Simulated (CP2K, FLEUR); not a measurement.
A CP2K input for a self-consistent single point of LuHO2 (Pmn2_1, 8 atoms in the cell) (DFT LDA (Pade form), GPW, DZVP-MOLOPT-SR-GTH basis, GTH-PADE potentials (GTH_POTENTIALS)):

```
&GLOBAL
  PROJECT run
  RUN_TYPE ENERGY_FORCE
  PRINT_LEVEL MEDIUM
&END GLOBAL
&FORCE_EVAL
  METHOD Quickstep
  STRESS_TENSOR ANALYTICAL
  &DFT
    BASIS_SET_FILE_NAME BASIS_MOLOPT
    BASIS_SET_FILE_NAME BASIS_MOLOPT_UCL
    POTENTIAL_FILE_NAME GTH_POTENTIALS
    &QS
      METHOD GPW
      EPS_DEFAULT 1E-10
    &END QS
    &MGRID
      CUTOFF 500
      REL_CUTOFF 50
      NGRIDS 5
    &END MGRID
    &SCF
      SCF_GUESS ATOMIC
      EPS_SCF 1E-7
      MAX_SCF 100
      ADDED_MOS 13
      &DIAGONALIZATION
        ALGORITHM STANDARD
      &END DIAGONALIZATION
      &MIXING
        METHOD BROYDEN_MIXING
        ALPHA 0.4
        NBUFFER 8
      &END MIXING
      &SMEAR ON
        METHOD FERMI_DIRAC
        ELECTRONIC_TEMPERATURE [K] 116.05
      &END SMEAR
    &END SCF
    &KPOINTS
      SCHEME MONKHORST-PACK 7 5 4
      GAMMA_CENTERED T
    &END KPOINTS
    &XC
      &XC_FUNCTIONAL PADE
      &END XC_FUNCTIONAL
    &END XC
    &PRINT
      &MO
        EIGENVALUES T
        OCCUPATION_NUMBERS T
        NDIGITS 8
        FILENAME mo
        &EACH
          QS_SCF 0
        &END EACH
        ADD_LAST NUMERIC
      &END MO
      &MULLIKEN ON
      &END MULLIKEN
    &END PRINT
  &END DFT
  &SUBSYS
    &CELL
      A 3.35851000 0.00000000 0.00000000
      B 0.00000000 4.72909000 0.00000000
      C 0.00000000 0.00000000 5.30650000
      PERIODIC XYZ
    &END CELL
    &COORD
      SCALED
      Lu       0.00000000     0.72145000     0.98413000
      Lu       0.50000000     0.27855000     0.48413000
      H        0.50000000     0.18768000     0.96171000
      H        0.00000000     0.81232000     0.46171000
      O        0.50000000     0.01517000     0.85082000
      O        0.00000000     0.98483000     0.35082000
      O        0.00000000     0.51551000     0.62612000
      O        0.50000000     0.48449000     0.12612000
    &END COORD
    &KIND Lu
      BASIS_SET DZVP-MOLOPT-SR-GTH
      POTENTIAL GTH-PADE-q25
    &END KIND
    &KIND H
      BASIS_SET DZVP-MOLOPT-SR-GTH
      POTENTIAL GTH-PADE-q1
    &END KIND
    &KIND O
      BASIS_SET DZVP-MOLOPT-SR-GTH
      POTENTIAL GTH-PADE-q6
    &END KIND
  &END SUBSYS
  &PRINT
    &FORCES ON
    &END FORCES
    &STRESS_TENSOR ON
    &END STRESS_TENSOR
  &END PRINT
&END FORCE_EVAL
```

### Question
Give the FLEUR input for the same structure, mesh, smearing and functional.

### Answer
One input that does it (others would too):

Input of the input generator:

```
LuHO2
&input film=f /
6.3466640868 0.0000000000 0.0000000000
0.0000000000 8.9366849187 0.0000000000
0.0000000000 0.0000000000 10.0278316803
1.0
1.0 1.0 1.0

8
71 -0.0000000000 0.7214500000 0.9841300000
71 0.5000000000 0.2785500000 0.4841300000
1 0.5000000000 0.1876800000 0.9617100000
1 -0.0000000000 0.8123200000 0.4617100000
8 0.5000000000 0.0151700000 0.8508200000
8 -0.0000000000 0.9848300000 0.3508200000
8 -0.0000000000 0.5155100000 0.6261200000
8 0.5000000000 0.4844900000 0.1261200000

&comp jspins=1 /
&exco xctyp='pz' /
&kpt div1=7 div2=5 div3=4 gamma=t /
&end /
```

```xml
<?xml version="1.0" encoding="UTF-8" standalone="no"?>
<fleurInput fleurInputVersion="0.39">
   <comment>
      LuHO2                                                                                               
   </comment>
   <calculationSetup>
      <cutoffs Kmax="4.8" Gmax="19.2" GmaxXC="19.2" numbands="0"/>
      <scfLoop itmax="100" minDistance="0.00001" maxIterBroyd="40" imix="Anderson" alpha="0.05" precondParam="0.0" spinf="2.0"/>
      <coreElectrons ctail="T" frcor="F" kcrel="0" coretail_lmax="0"/>
      <xcFunctional name="pz" relativisticCorrections="F"/>
      <magnetism jspins="1"/>
      <soc l_soc="F" theta="0.0" phi="0.0" spav="F"/>
      <expertModes spex="0" secvar="F"/>
      <geometryOptimization l_f="T" forcealpha="1.0" forcemix="BFGS" epsdisp="0.00001" epsforce="0.00001"/>
      <ldaU l_linMix="F" mixParam="0.05" spinf="1.0"/>
   </calculationSetup>
   <cell>
      <bzIntegration valenceElectrons="76.0" mode="hist" fermiSmearingEnergy="0.00036749">
         <kPointListSelection listName="default-1"/>
         <!-- k-points included here -->
         <xi:include xmlns:xi="http://www.w3.org/2001/XInclude" href="kpts.xml"> </xi:include>
      </bzIntegration>
      <!-- symmetry operations included here -->
      <xi:include xmlns:xi="http://www.w3.org/2001/XInclude" href="sym.xml"> </xi:include>
      <bulkLattice scale="1.0">
         <bravaisMatrix>
            <row-1>    6.3466640867999997     0.0000000000000000     0.0000000000000000</row-1>
            <row-2>    0.0000000000000000     8.9366849186999993     0.0000000000000000</row-2>
            <row-3>    0.0000000000000000     0.0000000000000000    10.0278316803000003</row-3>
         </bravaisMatrix>
      </bulkLattice>
   </cell>
   <atomSpecies>
      <species name="Lutetium (Lu)" element="Lu" atomicNumber="71">
         <mtSphere radius="2.63" gridPoints="925" logIncrement="0.014"/>
         <atomicCutoffs lmax="10" lnonsphr="8"/>
         <electronConfig flipSpins="F">
            <coreConfig>(1s1/2) (2s1/2) (2p1/2) (2p3/2) (3s1/2) (3p1/2) (3p3/2) (4s1/2) (3d3/2) (3d5/2) (4p1/2) (4p3/2) (4d3/2) (4d5/2)</coreConfig>
            <valenceConfig>(5s1/2) (5p1/2) (5p3/2) (6s1/2) (4f5/2) (4f7/2) (5d3/2) (5d5/2)</valenceConfig>
            <stateOccupation state="(5d3/2)" spinUp="0.2" spinDown="0.2"/>
            <stateOccupation state="(5d5/2)" spinUp="0.3" spinDown="0.3"/>
         </electronConfig>
         <energyParameters s="6" p="6" d="5" f="4"/>
         <lo type="SCLO" l="0" n="5" eDeriv="0"/>
         <lo type="SCLO" l="1" n="5" eDeriv="0"/>
      </species>
      <species name="Hydrogen (H)" element="H" atomicNumber="1">
         <mtSphere radius="0.76" gridPoints="269" logIncrement="0.029"/>
         <atomicCutoffs lmax="6" lnonsphr="4"/>
         <electronConfig flipSpins="F">
            <coreConfig></coreConfig>
            <valenceConfig>(1s1/2)</valenceConfig>
            <stateOccupation state="(1s1/2)" spinUp="0.5" spinDown="0.5"/>
         </electronConfig>
         <energyParameters s="1" p="2" d="3" f="4"/>
      </species>
      <species name="Oxygen (O)" element="O" atomicNumber="8">
         <mtSphere radius="0.98" gridPoints="349" logIncrement="0.029"/>
         <atomicCutoffs lmax="6" lnonsphr="4"/>
         <electronConfig flipSpins="F">
            <coreConfig>(1s1/2)</coreConfig>
            <valenceConfig>(2s1/2) (2p1/2) (2p3/2)</valenceConfig>
            <stateOccupation state="(2p1/2)" spinUp="0.6666666666667" spinDown="0.6666666666667"/>
            <stateOccupation state="(2p3/2)" spinUp="1.3333333333333" spinDown="1.3333333333333"/>
         </electronConfig>
         <energyParameters s="2" p="2" d="3" f="4"/>
      </species>
   </atomSpecies>
   <atomGroups>
      <atomGroup species="Lutetium (Lu)">
         <relPos label="                   1">.0000000000 -.2785500000 -.0158700000</relPos>
         <relPos label="                   2">1.000/2.000 .2785500000 .4841300000</relPos>
         <force calculate="T" relaxXYZ="TTT"/>
      </atomGroup>
      <atomGroup species="Hydrogen (H)">
         <relPos label="                   3">1.000/2.000 .1876800000 -.0382900000</relPos>
         <relPos label="                   4">.0000000000 -.1876800000 .4617100000</relPos>
         <force calculate="T" relaxXYZ="TTT"/>
      </atomGroup>
      <atomGroup species="Oxygen (O)">
         <relPos label="                   5">1.000/2.000 .0151700000 -.1491800000</relPos>
         <relPos label="                   6">.0000000000 -.0151700000 .3508200000</relPos>
         <force calculate="T" relaxXYZ="TTT"/>
      </atomGroup>
      <atomGroup species="Oxygen (O)">
         <relPos label="                   7">.0000000000 -.4844900000 -.3738800000</relPos>
         <relPos label="                   8">1.000/2.000 .4844900000 .1261200000</relPos>
         <force calculate="T" relaxXYZ="TTT"/>
      </atomGroup>
   </atomGroups>
   <output dos="F" band="F" slice="F">
      <checks vchk="F" cdinf="F"/>
      <bandDOS minEnergy="-.5*Htr" maxEnergy="0.5*Htr" sigma="0.015" storeEVData="T"/>
      <vacuumDOS vacdos="F" integ="F" star="F" nstars="0" locx1="0.0" locy1="0.0" locx2="0.0" locy2="0.0" nstm="0" tworkf="0.0"/>
      <unfoldingBand unfoldBand="F" supercellX="1" supercellY="1" supercellZ="1"/>
      <plotting iplot="0" polar="F">
         <plot TwoD="T" vec1="  1.0  0.0  0.0" vec2="  0.0  1.0  0.0" vec3="  0.0  0.0  1.0" zero="  0.0  0.0  0.0" file="plot"/>
      </plotting>
      <chargeDensitySlicing numkpt="0" minEigenval="0.0" maxEigenval="0.0" nnne="0" pallst="F"/>
      <specialOutput eonly="F"/>
      <magneticCircularDichroism mcd="F" energyLo="-10.0" energyUp="0.0"/>
   </output>
  <!-- We include the file relax.xml here to enable relaxations (see documentation) -->
  <xi:include xmlns:xi="http://www.w3.org/2001/XInclude" href="relax.xml"> <xi:fallback/> </xi:include>
</fleurInput>
```

Basis, cutoffs, solver keys and any potentials are the target program's own. This input uses DFT, LDA (Perdew-Zunger), all-electron FLAPW (FLEUR), scalar-relativistic valence. LDA parametrisations can differ slightly between programs.

The starting cell comes from a database of computed structures (which also holds hypothetical and non-ambient phases and stackings), without a prior relaxation at this level.
